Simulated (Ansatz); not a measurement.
## AlN: pressure series

Base system: AlN in the wurtzite structure (space group P6_3mc, No. 186).

AlN is modelled in the hexagonal space group P6₃mc (No. 186), the wurtzite structure, Pearson symbol hP4. Lattice parameters: a = 3.1302 Å, b = 3.1302 Å, c = 5.0180 Å, α = 90.00°, β = 90.00°, γ = 120.00°. Al on 2b is surrounded by 4 N at 1.902–1.915 Å (tetrahedral). N on 2b has 4 Al at 1.902–1.915 Å (tetrahedral). (Neighbours: up to the widest gap in distance over summed covalent radii, below 1.35, at either atom; cation-cation and far metal-metal contacts left out.)

Cell and atoms are relaxed at each pressure.

Computed with Kohn–Sham DFT with the PBE functional, run in Ansatz (a program for electronic structure) with PAW and 420 eV plane waves, scalar-relativistic without spin-orbit coupling.

Notes on the quantities. enthalpy: H = E + PV relative to the base's energy.

```
case                 band gap  shortest interatomic distance       enthalpy
-----------------  ----------  -----------------------------  -------------
base                  4.03 eV                        1.902 Å              –
pressure −2 GPa       3.95 eV                        1.909 Å  -0.13 eV/atom
pressure −1 GPa       3.99 eV                        1.906 Å  -0.07 eV/atom
pressure 0.9 GPa      4.07 eV                        1.900 Å  +0.06 eV/atom
pressure 2.1 GPa      4.12 eV                        1.896 Å  +0.14 eV/atom
pressure 4.5 GPa   (withheld)                     (withheld)  +0.30 eV/atom
pressure 9 GPa        4.39 eV                        1.875 Å  +0.58 eV/atom
pressure 15 GPa       4.60 eV                        1.860 Å  +0.96 eV/atom
pressure 22.5 GPa     4.84 eV                        1.842 Å  +1.42 eV/atom
pressure 30 GPa       5.06 eV                        1.826 Å  +1.87 eV/atom
```

Complete the table.


- pressure 4.5 GPa, band gap: 4.22 eV
- pressure 4.5 GPa, shortest interatomic distance: 1.888 Å

Load acts through the strain it causes; cell and atoms are relaxed under it. Whether these cells are dynamically stable was not tested. Measured, AlN leaves this structure (for rock salt) near 14 GPa (temperature not stated; as listed in Datta, Sujoy, Jana, Debnarayan, arXiv (2020)), on rising pressure, with hysteresis.
